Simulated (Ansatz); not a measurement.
**Effect of isotropic strain −3.00 % on WS2**

The parent structure is WS2 (space group P6_3/mmc, No. 194; a = 3.115 Å, c = 11.772 Å; layered, stacked along the Cartesian z axis).

Now apply this change: an isotropic linear strain of −3.00 %, atoms relaxed at fixed cell.

Computed with PBEsol-D3(BJ)/PAW in Ansatz (a quantum-chemistry and plane-wave program), no SOC. Settings: 12×12×3 k-points, 0.05 eV Fermi–Dirac smearing.

- Space group: P6_3/mmc (No. 194) (base P6_3/mmc (No. 194))
- Shortest interatomic distance: 2.365 Å (base 2.389 Å)
- Energy relative to the base (free energy F): +43 meV/atom
- Pressure (mean of the normal stresses, compression positive): 104.6 kbar (base 0.0 kbar)
- Band gap: 0.35 eV (base 0.65 eV)
- Gap character: indirect, Γ → K–Γ (44 % along) (base indirect, Γ → K–Γ (44 % along))
- Smallest direct gap: 1.55 eV (base 1.92 eV)
- Mean gap deformation potential ΔEg/Δln V: +3.3 eV
- Width of the top valence band: 2.16 eV (base 2.05 eV)
- Electron mass: 0.29 mₑ along c, 0.38 mₑ across (off the special points) (base 0.39 mₑ along c, 0.46 mₑ across (off the special points))
- Hole mass: 0.99 mₑ along c, 0.41 mₑ across (at Γ) (base 0.96 mₑ along c, 0.46 mₑ across (at Γ))
- Valence-band top at Γ (three highest levels, from the VBM): 0.00, -1.07, -2.04 eV (base 0.00, -1.26, -1.60 eV)
- Largest internal atomic displacement: 0.072 Å

With W present, leaving out spin-orbit coupling can change the band edges. Masses are band curvatures over ±0.01 Å⁻¹ around the edge. Stability against distortions was not tested.
